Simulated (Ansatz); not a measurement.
Here is the system:

```xyz
5
Lattice="3.9127 0.0000 0.0000 0.0000 3.9127 0.0000 0.0000 0.0000 3.9127" Properties=species:S:1:pos:R:3 pbc="T T T"
Sr     0.0000     0.0000     0.0000
Ti     1.9564     1.9564     1.9564
O      1.9564     0.0000     1.9564
O      0.0000     1.9564     1.9564
O      1.9564     1.9564     0.0000
```

The cell is taken as given; by r2SCAN it stands under a pressure of -0.8 GPa.

Transport runs along the normal of the first two printed cell vectors, the (001) plane of the conventional cell.

The gap is the functional's own. No spin-orbit coupling. Mid-gap values are those at the computed energy nearest the middle.

Q: State the band gap and the smallest decay constant κ at mid-gap according to Ansatz (an electronic-structure program) with r2SCAN.

A: Gap 2.25 eV on a 8×8×8 mesh; κ = 0.260 1/Å, at the zone centre.
